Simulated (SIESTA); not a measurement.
Checking a run of SIESTA on Li2MnO2F (P1, 24 atoms in the cell). The aim is a self-consistent single point with DFT, LDA PW92, numerical atomic orbitals DZP, PseudoDojo LDA standard norm-conserving potentials (rewritten from UPF to PSML).

Cell that was meant: a = 5.2067 Å, b = 5.2067 Å, c = 9.7854 Å, α = 94.68°, β = 94.68°, γ = 120.35°.

Part of the input:

```
    0   0   2  0.0
%endblock kgrid.MonkhorstPack
OccupationFunction           FD
ElectronicTemperature        2000.0 meV
Spin                         polarized
%block DM.InitSpin
  1 +0.00
```

Output, abridged:

```
reinit: Reading from file input.fdf

reinit: System Name: Li2MnO2F
reinit: System Label: li2mno2f

NOTE on units for spin output:
   [... lines left out ...]
       -1.604164    0.000000    9.653056

outcell: Cell vector modules (Ang)   :    5.206704    5.206704    9.785440
outcell: Cell angles (23,13,12) (deg):     94.6769     94.6769    120.3474
outcell: Cell volume (Ang**3)        :    225.8345
new_DM -- step:     1
Initializing Density Matrix...

Attempting to read DM from file... Failed...
DM filled with atomic data (user-defined):

InitMesh: MESH = 54 x 54 x 120 = 349920
InitMesh: Mesh cutoff (required, used) =   350.000   394.991 Ry

stepf: Fermi-Dirac step function
        iscf     Eharris(eV)        E_KS(eV)     FreeEng(eV)     dDmax    Ef(eV) dHmax(eV)
   scf:    1   -19000.300169   -19448.298674   -19530.106622  0.551302 -3.665165 56.203136
     spin moment: {S} , |S| = {        0.0        0.0    5.75444 }     5.75444
   scf:    2   -19471.102830   -19573.486246   -19659.572105  0.280233 -5.673214 52.027312
     spin moment: {S} , |S| = {        0.0        0.0    6.34707 }     6.34707
   scf:    3   -19570.451433   -19622.400318   -19710.184097  0.229665 -5.655795 17.144619
   [... lines left out ...]
     spin moment: {S} , |S| = {        0.0        0.0   -0.00504 }    -0.00504
   scf:   27   -19632.785310   -19632.785627   -19727.217735  0.000076 -6.109133  0.001070
     spin moment: {S} , |S| = {        0.0        0.0   -0.00314 }    -0.00314
   scf:   28   -19632.784946   -19632.785286   -19727.217736  0.000060 -6.109091  0.000516
     spin moment: {S} , |S| = {        0.0        0.0   -0.00127 }    -0.00127
   scf:   29   -19632.785262   -19632.785274   -19727.217736  0.000009 -6.109091  0.000545
     spin moment: {S} , |S| = {        0.0        0.0   -0.00105 }    -0.00105
SCF Convergence by DM+H criterion
max |DM_out - DM_in|         :     0.0000085437
max |H_out - H_in|      (eV) :     0.0005453375
SCF cycle converged after 29 iterations

Using DM_out to compute the final energy and forces

siesta: E_KS(eV) =           -19632.7853

siesta: E_KS - E_eggbox =    -19632.7853

siesta: Atomic forces (eV/Ang):
     1   -0.021225   -0.039160    0.189504
     2   -0.004926   -0.073285    0.003271
     3    0.067173   -0.083680   -0.080947
   [... 21 lines left out ...]
   Tot   -0.008797   -0.007032    0.004457
   Max    1.984134
   Res    0.725885    sqrt( Sum f_i^2 / 3N )
   Max    1.984134    constrained

Stress tensor Voigt[x,y,z,yz,xz,xy] (kbar):      -89.72      -73.55      -87.29       -0.38       -3.44       -2.02
   [... lines left out ...]
siesta: FreeEng =    -19727.217736
siesta: Cell volume =        225.834505 Ang**3
siesta:          83.52124618         95.10592794  kBar
   [... lines left out ...]
    18    -0.532144    6.532144    0.000019  O
    19    -0.547888    6.547888    0.000023  O
    20    -0.507405    6.507405    0.000020  O
    21    -0.202285    7.202285   -0.000004  F
    22    -0.208577    7.208577   -0.000004  F
    23    -0.221869    7.221869   -0.000002  F
    24    -0.219492    7.219492   -0.000001  F
 Total    -0.000000               -0.001054
```

Q: Is this run sound? If not, what is wrong?

A: The run is not sound. The fault is a smearing width that is far too large. A width of many tenths of an electronvolt moves electrons far across the Fermi level or the gap, and the free energy and its derivatives carry a large smearing term. To fix it, use a width small against the gap or band features. The run converged in 29 iterations without an error; against the sound input the free energy drops by 2.14 eV/atom, the pressure goes from -12.04 to 8.35 GPa, the largest force goes from 1.779 to 3.038 eV/Å and the size of the net moment goes from 0.66 to 0.00 μB/atom.

The sound input it was made from differs as follows (other fixes are possible):
```diff
-ElectronicTemperature        2000.0 meV
+ElectronicTemperature        10.0 meV
```

With that input, the run converged in 26 iterations: free energy E − TS -19675.9265 eV; Fermi level (on the code's own zero) -6.89 eV; pressure -12.04 GPa; largest force (vector length) 1.779 eV/Å; size of the cell's spin moment 15.87 μB (DFT, LDA PW92, numerical atomic orbitals DZP, PseudoDojo LDA standard norm-conserving potentials (rewritten from UPF to PSML)).

On the sound input: the starting cell comes from a database of computed structures (which also holds hypothetical and non-ambient phases and stackings), without a prior relaxation at this level. Its atoms were displaced at random from the sites of space group no. 5. The magnetic order is the one reached from the typed start; others were not searched systematically. Values carry the incompleteness of an atom-centred basis. With a pressure of about -12 GPa the cell is away from its equilibrium volume at this level. Forces in this geometry exceed 1 eV/Å.
